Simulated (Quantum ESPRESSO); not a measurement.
Quantum ESPRESSO run on Au (Cmcm, 2 atoms in the cell): zone-centre phonon calculation.

Method: LDA (PZ), GBRV 1.5 ultrasoft (LDA) pseudopotentials (plane waves; Quantum ESPRESSO).

```yaml
crystal:
  lattice:
    - [1.40708, 2.54827, 0.00000]
    - [-1.40708, 2.54827, 0.00000]
    - [0.00000, 0.00000, 4.87849]
  atoms:
    - { symbol: Au, position: [0.33467, 0.33467, 0.75000] }
    - { symbol: Au, position: [0.66533, 0.66533, 0.25000] }
```

Reference input (self-consistent single point, DFT, LDA (PZ), plane waves, GBRV 1.5 ultrasoft (LDA) pseudopotentials): ecutwfc = 40 Ry; ecutrho = 320 Ry; occupations = smearing; smearing = gaussian; degauss = 0.0073499 Ry; potentials = {Au: au_lda_v1.uspp.F.UPF}; K_POINTS = automatic 8 8 4 0 0 0; conv_thr = 1e-11 Ry. This run's input differs from it in these lines:

```diff
@@ -16,4 +16,4 @@
    ntyp = 1,
-   ecutwfc = 40,
-   ecutrho = 320,
+   ecutwfc = 24,
+   ecutrho = 192,
    occupations = 'smearing',
```

Step 2 (ph.x):

```fortran
phonons at the zone centre
&inputph
   prefix = 'scf',
   outdir = './tmp/',
   tr2_ph = 1.0d-14,
   fildyn = 'dyn.G',
/
0.0 0.0 0.0
```

Step 3 (dynmat.x):

```fortran
&input
   fildyn = 'dyn.G',
   asr = 'simple',
/
```

Output, abridged:

Output of step 1:

```
     Self-consistent Calculation

     iteration #  1     ecut=    24.00 Ry     beta= 0.70

---- Real-time Memory Report at c_bands before calling an iterative solver
           103 MiB given to the printing process from OS
            22 MiB allocation reported by mallinfo(arena+hblkhd)
------------------

     Threshold (ethr) on eigenvalues was too large:
     Diagonalizing with lowered threshold

---- Real-time Memory Report at c_bands before calling an iterative solver
           113 MiB given to the printing process from OS
            27 MiB allocation reported by mallinfo(arena+hblkhd)
------------------

   [... lines left out ...]

---- Real-time Memory Report at c_bands before calling an iterative solver
           114 MiB given to the printing process from OS
            28 MiB allocation reported by mallinfo(arena+hblkhd)
------------------

     total energy              =    -229.82493808 Ry
     estimated scf accuracy    <          4.0E-10 Ry

     iteration #  9     ecut=    24.00 Ry     beta= 0.70

---- Real-time Memory Report at c_bands before calling an iterative solver
           114 MiB given to the printing process from OS
            28 MiB allocation reported by mallinfo(arena+hblkhd)
------------------
     End of self-consistent calculation

     the Fermi energy is    14.5999 ev

!    total energy              =    -229.82493808 Ry
     estimated scf accuracy    <          9.0E-12 Ry
     smearing contrib. (-TS)   =      -0.00035281 Ry
     internal energy E=F+TS    =    -229.82458527 Ry

     convergence has been achieved in   9 iterations

     Forces acting on atoms (cartesian axes, Ry/au):

     atom    1 type  1   force =     0.00000000   -0.00054455    0.00000000
     atom    2 type  1   force =     0.00000000    0.00054455    0.00000000

     Total force =     0.000770     Total SCF correction =     0.000000

          total   stress  (Ry/bohr**3)                   (kbar)     P=     -102.15
  -0.00080912  -0.00000000   0.00000000         -119.03       -0.00        0.00
  -0.00000000  -0.00054949   0.00000000           -0.00      -80.83        0.00
   0.00000000   0.00000000  -0.00072454            0.00        0.00     -106.58

   JOB DONE.
```

Output of step 2:

```
     Reading xml data from directory:

     ./tmp/scf.save/

     G-vector sticks info
     --------------------
     sticks:   dense  smooth     PW     G-vecs:    dense   smooth      PW
     Sum         395     195     77                10623     3759     869

     Reading collected, re-writing distributed wavefunctions in ./tmp/

     Number and degeneracy of irreps per q-point
       N         xq(1)         xq(2)         xq(3)   N irreps
       1   0.000000000   0.000000000   0.000000000       6
     No degeneracy

     Calculation of q =    0.0000000   0.0000000   0.0000000

     phonons at the zone centre

     bravais-lattice index     =            9
     lattice parameter (alat)  =       5.3180  a.u.
     unit-cell volume          =     236.0883 (a.u.)^3
   [... lines left out ...]

     Mode symmetry, D_2h (mmm)  point group:

     Atomic displacements:
     There are    6 irreducible representations

     Representation     1      1 modes -  To be done

     Representation     2      1 modes -  To be done

     Representation     3      1 modes -  To be done

     Representation     4      1 modes -  To be done

     Representation     5      1 modes -  To be done

     Representation     6      1 modes -  To be done

     Alpha used in Ewald sum =   1.9000
     Representation #   1 mode #   1

     Self-consistent Calculation

      iter #   1   av.it.:   6.4
      thresh= 1.000E-02 alpha_mix =  0.700 |ddv_scf|^2 =  8.929E-06

      iter #   2   av.it.:  10.7
      thresh= 2.988E-04 alpha_mix =  0.700 |ddv_scf|^2 =  1.349E-06

   [... 4 blocks of this kind left out ...]

      iter #   7   av.it.:  10.1
      thresh= 2.416E-08 alpha_mix =  0.700 |ddv_scf|^2 =  1.285E-15
     End of self-consistent calculation

     Convergence has been achieved

     Representation #   2 mode #   2

     Self-consistent Calculation

      iter #   1   av.it.:   6.4
      thresh= 1.000E-02 alpha_mix =  0.700 |ddv_scf|^2 =  7.457E-06

      iter #   2   av.it.:  10.6
      thresh= 2.731E-04 alpha_mix =  0.700 |ddv_scf|^2 =  9.461E-07

   [... 3 blocks of this kind left out ...]

      iter #   6   av.it.:  10.1
      thresh= 3.716E-08 alpha_mix =  0.700 |ddv_scf|^2 =  1.899E-15

     End of self-consistent calculation

     Convergence has been achieved

   [... 3 blocks of this kind left out ...]

     Representation #   6 mode #   6

     Self-consistent Calculation

      iter #   1   av.it.:   6.2
      thresh= 1.000E-02 alpha_mix =  0.700 |ddv_scf|^2 =  6.279E-06

      iter #   2   av.it.:  10.5
   [... lines left out ...]
 **************************************************************************

     Mode symmetry, D_2h (mmm)  point group:

     freq (   1-   1) =         -5.5  [cm-1]   --> B_1u            I
     freq (   2-   2) =         -4.4  [cm-1]   --> B_3u            I
     freq (   3-   3) =         -3.7  [cm-1]   --> B_2u            I
     freq (   4-   4) =         19.7  [cm-1]   --> B_1g            R
     freq (   5-   5) =         31.6  [cm-1]   --> A_g             R
     freq (   6-   6) =        125.4  [cm-1]   --> B_2g            R
   JOB DONE.
```

Output of step 3:

```
     diagonalizing the dynamical matrix ...

 q =      0.00000000     0.00000000     0.00000000
 **************************************************************************
     freq (    1) =       0.000000 [THz] =       0.000000 [cm-1]
 (  0.000000   0.000000     0.707107   0.000000     0.000000   0.000000   )
 (  0.000000   0.000000     0.707107   0.000000     0.000000   0.000000   )
     freq (    2) =       0.000000 [THz] =       0.000000 [cm-1]
 ( -0.707107   0.000000     0.000000   0.000000     0.000000   0.000000   )
 ( -0.707107   0.000000     0.000000   0.000000     0.000000   0.000000   )
     freq (    3) =       0.000000 [THz] =       0.000000 [cm-1]
 (  0.000000   0.000000     0.000000   0.000000     0.707107   0.000000   )
 (  0.000000   0.000000     0.000000   0.000000     0.707107   0.000000   )
     freq (    4) =       0.600631 [THz] =      20.034907 [cm-1]
 ( -0.707107   0.000000     0.000000   0.000000     0.000000   0.000000   )
 (  0.707107   0.000000     0.000000   0.000000     0.000000   0.000000   )
     freq (    5) =       0.958011
     Polarizability (A^3 units)
     multiply by 1.000000 for Clausius-Mossotti correction
         0.000000    0.000000    0.000000
         0.000000    0.000000    0.000000
         0.000000    0.000000    0.000000

     IR activities are in (D/A)^2/amu units

# mode   [cm-1]    [THz]      IR
    1      0.00    0.0000    0.0000
    2      0.00    0.0000    0.0000
    3      0.00    0.0000    0.0000
    4     20.03    0.6006    0.0000
    5     31.96    0.9580    0.0000
    6    125.48    3.7617    0.0000

   JOB DONE.
```

The run converged in 9 iterations. 

Summary of the result:
```
Property                                                                Result
--------------------------------------------------------  --------------------
Free energy E − TS                                               -3126.9276 eV
Fermi level (on the code's own zero)                                  14.60 eV
Pressure                                                            -10.21 GPa
Largest force (vector length)                                       0.014 eV/Å
Zone-centre frequencies (cm⁻¹; negative means imaginary)  0, 0, 0, 20, 32, 125
```

The starting cell comes from a database of computed structures (which also holds hypothetical and non-ambient phases and stackings), without a prior relaxation at this level. Its lattice was rescaled by up to half a per cent.
